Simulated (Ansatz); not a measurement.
# As (model structure, Fd-3m, No. 227, 2 atoms in the cell)

Computed with r²SCAN+rVV10 in Ansatz (plane waves, PAW).

Numerical settings: plane-wave cutoff 560 eV, 16×16×16 k mesh, Fermi–Dirac smearing 0.05 eV, scalar-relativistic PAW data made under PBE.

Cell (relaxed at this level):

```
CELL_PARAMETERS angstrom
      0.00000     3.01714     3.01714
      3.01714     0.00000     3.01714
      3.01714     3.01714     0.00000
ATOMIC_POSITIONS crystal
  As 0.00000 0.00000 0.00000
  As 0.25000 0.25000 0.25000
```

```json
{
  "band_gap": "zero (no gap)"
}
```

Note: the relaxation could raise the start's symmetry but not lower it, so the cell can be a saddle point.

Spin–orbit coupling is not included.

A model structure was made by putting elements into a prototype or built by hand; it is no filed structure, need not be a known phase, and can be a saddle point held by its symmetry.

Ansatz is an electronic-structure program.
